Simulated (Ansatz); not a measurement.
# A self-consistent single point of a (111) slab of NbH2 (cut from a parent of space group no. 225; 12 atoms in the cell) with Ansatz

Method: PBEsol, default PAW files made with PBE (plane waves; Ansatz, a first-principles code).

Input as run:

Ansatz 0.2 input:
```yaml
crystal:
  lattice:
    - [3.247010, 0.000000, 0.000000]
    - [1.623505, 2.811993, 0.000000]
    - [0.000000, 0.000000, 23.279096]
  atoms:
    - { symbol: H, position: [0.333333, 0.333333, 0.300699] }
    - { symbol: H, position: [0.000000, 0.000000, 0.357643] }
    - { symbol: H, position: [0.666667, 0.666667, 0.414586] }
    - { symbol: H, position: [0.333333, 0.333333, 0.471530] }
    - { symbol: H, position: [1.000000, 0.000000, 0.528474] }
    - { symbol: H, position: [0.666667, 0.666667, 0.585414] }
    - { symbol: H, position: [0.333333, 0.333333, 0.642357] }
    - { symbol: H, position: [0.000000, 0.000000, 0.699301] }
    - { symbol: Nb, position: [0.666667, 0.666667, 0.329171] }
    - { symbol: Nb, position: [1.000000, 0.000000, 0.443058] }
    - { symbol: Nb, position: [0.333333, 0.333333, 0.556946] }
    - { symbol: Nb, position: [0.666667, 0.666667, 0.670829] }
basis:
  ecutwfc: 420.0
kpoints:
  mp_grid: { grid: [11, 11, 1] }
hamiltonian:
  xc: pbesol
  pseudopotentials: { kind: paw }
scf:
  occupations: { method: gaussian, width: 0.1 }
output:
  forces: true
  eigenvalues: true
  stress: true
```

Output, abridged:

```
WARN the atoms were moved onto the symmetric positions of the space group found under crystal.symmetry.tolerance 1.0e-5 (fractional …
WARN ansatz: RAYON_NUM_THREADS=1 ignored (pool sized by the plan → 1); use --threads N
Pseudopotentials: kind: paw
Pseudopotential: H, paw, valence charge 1
Pseudopotential: Nb, paw, valence charge 13
Crystal: 12 atoms, lattice volume = 212.551 Å³
Basis set: ecut = 420 eV, 4241 PW (Γ), exchange–correlation on 48×48×320 points (8 copies of the dense FFT grid, shifted against one another)
Bands: 42, of which v1, the nominal top of the filled ones, is band 30 counted from 1 (29 counted from 0)
Symmetry: 12 space group operations
Space group: P-3m1 (ITA 164), of the structure as read, at distance tolerance 6.0e-5 Å
k-points: 16 of 121
PAW frozen core: Nb, regenerated for the run's functional, and the local potential with it
Initial density: superposition of atomic densities (neutral atoms: chi_scale 0, normalization atom), corrected by the library's trained network
Initial wavefunctions: pseudopotential atomic-orbital guess
Eigensolver: davidson
Functional: x = pbesol(κ = 0.804, μ = 0.12345679012345678), c = pbesol(β = 0.046)
SCF iter   1: F=—  HF=-18108.877732 eV  |F-HF|=—  |Δ(HF+E_count)|=         —  Δρ=6.51e-3  dr2=1.34e-1  ethr=1.77e-3  ⟨swp⟩=8.7  Hψ=3373  notcnv=0  defer=1
all-band conjugate gradients solve this SCF's bands
preconditioner: auto → LDOS
SCF iter   2: F=—  HF=-18108.863212 eV  |F-HF|=—  |Δ(HF+E_count)|=   1.45e-2  Δρ=2.02e-3  dr2=7.91e-3  ethr=2.23e-4  ⟨swp⟩=2.1  Hψ=1113  notcnv=0  defer=30
SCF iter   3: F=—  HF=-18108.862860 eV  |F-HF|=—  |Δ(HF+E_count)|=   3.53e-4  Δρ=5.45e-4  dr2=2.52e-3  ethr=1.32e-5  ⟨swp⟩=2.9  Hψ=1269  notcnv=0  defer=30
SCF iter   4: F=—  HF=-18108.862726 eV  |F-HF|=—  |Δ(HF+E_count)|=   1.33e-4  Δρ=2.14e-4  dr2=3.02e-4  ethr=4.19e-6  ⟨swp⟩=2.5  Hψ=1012  notcnv=0  defer=30
SCF iter   5: F=—  HF=-18108.862694 eV  |F-HF|=—  |Δ(HF+E_count)|=   3.19e-5  Δρ=6.27e-5  dr2=5.05e-5  ethr=5.04e-7  ⟨swp⟩=2.5  Hψ=898  notcnv=0  defer=30
SCF iter   6: F=—  HF=-18108.862548 eV  |F-HF|=—  |Δ(HF+E_count)|=   1.46e-4  Δρ=2.21e-5  dr2=3.69e-6  ethr=8.41e-8  ⟨swp⟩=2.2  Hψ=796  notcnv=0  defer=29
SCF iter   7: F=—  HF=-18108.862550 eV  |F-HF|=—  |Δ(HF+E_count)|=   1.42e-6  Δρ=6.03e-6  dr2=4.78e-7  ethr=6.16e-9  ⟨swp⟩=2.1  Hψ=795  notcnv=0  defer=29
SCF iter   8: F=-18108.862550 eV  HF=-18108.862550 eV  |F-HF|=2.14e-8  |Δ(HF+E_count)|=   4.06e-8  Δρ=2.08e-6  dr2=1.42e-8  ethr=1.67e-10  ⟨swp⟩=13.4  Hψ=3166  notcnv=0
SCF 1 converged in 8 iterations: F = -18108.862550 eV  dr2 = 1.42e-8
SCF converged after 8 iterations
Free energy (F): -18108.862550 eV
Harris-Foulkes:  -18108.862550 eV  (|F-HF|=2.14e-8)
Internal energy: -18108.822102 eV  (E = F + TS)
E sigma→0 (E₀):  -18108.842326 eV
Entropy (-TS):   -0.040448 eV (-3.371 meV/atom)
Fermi energy:    4.281317 eV
--- Per-component energies (eV) ---
  E_band       = -1053.177608
  E_kinetic    = 1679.387984
  E_local      = -45608.772379  (includes V_loc(G=0)·N_el)
  E_nonlocal   = 495.936386
  E_hartree    = 21878.656322
  E_xc         = -766.296604
  E_vxc        = -939.286012  (∫ρ·V_xc dr)
  E_paw        = -12073.955609  (= ΣΔE_a)
  E_vpaw       = -437.744405  (= ΣTr[D̂ρ^β])
  E_aug_tail   = -0.009365  (compensation charges beyond the density's cutoff)
  E_ewald      = 16285.476328
  E_core_change = 0.754836  (= ΣΔE_core)
  E_smearing   = -0.040448  (= −TS)
  E_closure    = 0.000000  (closes the sum)
  Σ components = -18108.862550   (vs F -18108.862550, Δ=0.00e0)
--- Forces (eV/Å), atoms counted from 1 ---
  atom   1  H      0.00000000     0.00000000    -0.36094829
  atom   2  H      0.00000000    -0.00000000    -0.21079215
  atom   3  H     -0.00000000     0.00000000    -0.26101611
  atom   4  H     -0.00000000    -0.00000000    -0.02694021
  atom   5  H      0.00000000     0.00000000     0.02694021
  atom   6  H     -0.00000000    -0.00000000     0.26101611
  atom   7  H      0.00000000     0.00000000     0.21079215
  atom   8  H      0.00000000    -0.00000000     0.36094829
  atom   9  Nb     0.00000000    -0.00000000     1.38879504
  atom  10  Nb     0.00000000    -0.00000000    -0.06393156
  atom  11  Nb     0.00000000     0.00000000     0.06393156
  atom  12  Nb    -0.00000000     0.00000000    -1.38879504
  max |Σ_I F_I| component: 8.10e-18 eV/Å
--- Stress (GPa, compression-positive) ---
       -6.485563       0.000000       0.000000
        0.000000      -6.485563      -0.000000
        0.000000      -0.000000      -3.811457
  P = ⅓ Tr σ = -5.5942 GPa (-55.942 kbar)
  The stress holds the Pulay correction. Without it, at fixed plane waves, as pw.x and ABINIT print it: P = -5.6723 GPa
--- Band table (eV; the first three rows and the last of 16) ---
  k-point 0: bands = ["-50.9915", "-50.9882", "-50.9357", "-50.8996", "-27.3925", "-27.2827", "-27.0733", "-26.8609", "-26.8553", "-26.8553", "-26.8261", "-26.8261", "-26.7970", "-26.7970", "-26.7853", "-26.7853", "-5.8417", "-4.9231", "-3.9953", [...]
  k-point 1: bands = ["-50.9869", "-50.9839", "-50.9314", "-50.8965", "-27.3789", "-27.2772", "-27.0789", "-26.8940", "-26.8816", "-26.8660", "-26.8564", "-26.8353", "-26.8272", "-26.8170", "-26.8047", "-26.7919", "-5.6488", "-4.7354", "-3.8017", [...]
  k-point 2: bands = ["-50.9746", "-50.9724", "-50.9199", "-50.8882", "-27.3421", "-27.2660", "-27.1104", "-26.9875", "-26.9736", "-26.9365", "-26.9156", "-26.8941", "-26.8597", "-26.8444", "-26.8255", "-26.8098", "-5.1134", "-4.2230", "-3.2766", [...]
  k-point 15: bands = ["-50.9273", "-50.9273", "-50.8675", "-50.8635", "-27.3016", "-27.2766", "-27.2417", "-27.2132", "-27.1836", "-27.1490", "-27.1054", "-27.0760", "-27.0599", "-27.0230", "-26.9377", "-26.9138", "-2.6655", "-2.4003", "-2.1883", [...]
```

The run converged in 8 iterations.

The starting cell comes from a database of computed structures (which also holds hypothetical and non-ambient phases and stackings), without a prior relaxation at this level. The slab is cut from that crystal, and its faces are unrelaxed. Its lattice was rescaled by up to half a per cent. Spin polarisation is off. Forces in this geometry exceed 1 eV/Å.
